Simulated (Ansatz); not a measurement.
Base system: a 12-atom supercell of CoPtO₂ (space group R-3m, No. 166; non-magnetic) at its relaxed geometry.

```xyz
12
Lattice="1.4044 0.8108 5.9054 -4.2132 2.4325 0.0000 0.0000 -4.8650 0.0000" Properties=species:S:1:pos:R:3 pbc="T T T"
Pt    -1.4044    -2.4325     0.0000
Pt    -2.8088     0.0000     0.0000
Pt     0.0000     0.0000     0.0000
Co    -2.8088     1.6217     2.9527
Co     0.0000    -3.2433     2.9527
Co    -1.4044    -0.8108     2.9527
O     -1.4044    -2.4325     1.9883
O     -2.8088     0.0000     1.9883
O      0.0000     0.0000     1.9883
O      0.0000    -1.6217     3.9171
O     -1.4044     0.8108     3.9171
O     -2.8088    -1.6217     3.9171
```

Calculations: PBEsol (Ansatz, a quantum-chemistry and plane-wave program), without spin-orbit coupling.

One neutral defect a cell, atoms relaxed at fixed cell.

One change was made to it. Results:

The pressure goes from zero to 41.3 GPa; the largest displacement of a host atom from its site in the perfect cell is 0.50 Å.

**Question.** Which change produced these results?
A. Pt vacancy
B. Pt on a O site (antisite)
C. O on a Co site (antisite)

**Answer.** B, Pt on a O site (antisite). For comparison, the pressure in the other runs: O on a Co site (antisite) gives 2.9 GPa; Pt vacancy gives -3.5 GPa.

The cell is small, so the values are those of an ordered compound at a high defect concentration; dilute-limit values will differ. Starting moments died away, wholly or in part, for Pt on a O site (antisite) and the base; another magnetic solution may exist. No Hubbard U is applied and the magnetic state is the run's own (Co3Pt4O5 without a net moment; CoPtO2 not spin-polarised; CoPtO2 non-magnetic; Co2Pt3O7 magnetic; Co3Pt2O6 magnetic); other magnetic orders, which need larger cells, were not tried and can change the gap. Spin-polarised in the final run: Pt on a O site (antisite), O on a Co site (antisite) and Pt vacancy; the other runs are not. An odd electron count without spin: CoPtO2.
